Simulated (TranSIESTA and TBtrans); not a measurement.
Junction: Ag point contact of 3 atoms in a row between two rods, one bond stretched by the factor 1.5. Leads: fcc Ag rod along [100], layers of 5 and 4 atoms, a = 4.15 Å. Geometry: as built, not relaxed. Transport runs along z; the first 18 and the last 18 of the 70 atoms are the lead cells, repeated to infinity.

```xyz
70
Lattice="14.369 0.000 0.000 0.000 14.369 0.000 0.000 0.000 39.949" Properties=species:S:1:pos:R:3 pbc="F F T"
Ag     7.184     7.184     0.000
Ag    10.119     7.184     0.000
Ag     7.184    10.119     0.000
Ag     4.250     7.184     0.000
Ag     7.184     4.250     0.000
Ag     8.652     8.652     2.075
Ag     5.717     8.652     2.075
Ag     8.652     5.717     2.075
Ag     5.717     5.717     2.075
Ag     7.184     7.184     4.150
Ag    10.119     7.184     4.150
Ag     7.184    10.119     4.150
Ag     4.250     7.184     4.150
Ag     7.184     4.250     4.150
Ag     8.652     8.652     6.225
Ag     5.717     8.652     6.225
Ag     8.652     5.717     6.225
Ag     5.717     5.717     6.225
Ag     7.184     7.184     8.300
Ag    10.119     7.184     8.300
Ag     7.184    10.119     8.300
Ag     4.250     7.184     8.300
Ag     7.184     4.250     8.300
Ag     8.652     8.652    10.375
Ag     5.717     8.652    10.375
Ag     8.652     5.717    10.375
Ag     5.717     5.717    10.375
Ag     7.184     7.184    12.450
Ag    10.119     7.184    12.450
Ag     7.184    10.119    12.450
Ag     4.250     7.184    12.450
Ag     7.184     4.250    12.450
Ag     8.652     8.652    14.525
Ag     5.717     8.652    14.525
Ag     8.652     5.717    14.525
Ag     5.717     5.717    14.525
Ag     7.184     7.184    16.600
Ag     7.184     7.184    19.300
Ag     7.184     7.184    23.349
Ag     8.652     8.652    25.424
Ag     5.717     8.652    25.424
Ag     8.652     5.717    25.424
Ag     5.717     5.717    25.424
Ag     7.184     7.184    27.499
Ag    10.119     7.184    27.499
Ag     7.184    10.119    27.499
Ag     4.250     7.184    27.499
Ag     7.184     4.250    27.499
Ag     8.652     8.652    29.574
Ag     5.717     8.652    29.574
Ag     8.652     5.717    29.574
Ag     5.717     5.717    29.574
Ag     7.184     7.184    31.649
Ag    10.119     7.184    31.649
Ag     7.184    10.119    31.649
Ag     4.250     7.184    31.649
Ag     7.184     4.250    31.649
Ag     8.652     8.652    33.724
Ag     5.717     8.652    33.724
Ag     8.652     5.717    33.724
Ag     5.717     5.717    33.724
Ag     7.184     7.184    35.799
Ag    10.119     7.184    35.799
Ag     7.184    10.119    35.799
Ag     4.250     7.184    35.799
Ag     7.184     4.250    35.799
Ag     8.652     8.652    37.874
Ag     5.717     8.652    37.874
Ag     8.652     5.717    37.874
Ag     5.717     5.717    37.874
```

Run with TranSIESTA and TBtrans (open boundaries, self-consistent; PseudoDojo norm-conserving potentials, scalar-relativistic): PAO.BasisSize SZP, PAO.EnergyShift 0.15 eV, XC.Authors PBE, Mesh.Cutoff 150 Ry, ElectronicTemperature 300 K, TS.Voltage 0.0 eV, TBT.Elecs.Eta 0.001 eV, no spin polarisation.

Energies count from the leads' Fermi level. Transmissions are for one spin of a degenerate pair. The energy step is 0.02 eV; narrower resonances are cut or missed.

```
E (eV)      T
------  -----
-0.20   0.450
-0.16   0.467
-0.12   0.483
-0.08   0.497
-0.04   0.509
0.00    0.521
0.04    0.539
0.08    0.545
0.12    0.544
0.16    0.538
0.20    0.529
```

Task: Give the zero-bias conductance in μS and the resistance at 300 K.

Result: At the Fermi level T = 0.521. Averaged with −∂f/∂E over the full grid (kT = 25.9 meV) it is 0.522. With G0 = 2e²/h = 77.48 μS, G = 40.4 μS and R = 1/G = 24.8 kΩ.

Task: Estimate the thermopower by Mott's formula S = −(π²/3)(kB²T/e) d ln T/dE from the rows at -0.04 and 0.04 eV.

Result: d ln T/dE = 0.716 eV⁻¹ and (π²/3) kB²T/e = 7.33 μV/K · eV, so S = -5.2 μV/K; the full integral gives -4.2 μV/K. A negative sign means that T rises with energy over the thermal window.

Task: The eigenchannels at the Fermi level transmit 0.521. What Fano factor of the shot noise follows at low temperature and bias?

Result: F = Σ τ(1 − τ)/Σ τ = 0.250/0.521 = 0.48.

Task: Estimate the current at 0.2 V in linear response, and compare with the self-consistent run.

Result: I = G V = 40.4 μS × 0.2 V = 8.08 μA; the self-consistent run gives 7.37 μA, 0.91 of it. Linear response leaves out the change of T over the bias window and the shift of levels under bias.

The leads' channel count changes near 0.03 eV, within the thermal window, so values at the Fermi level hang on where that band edge falls.
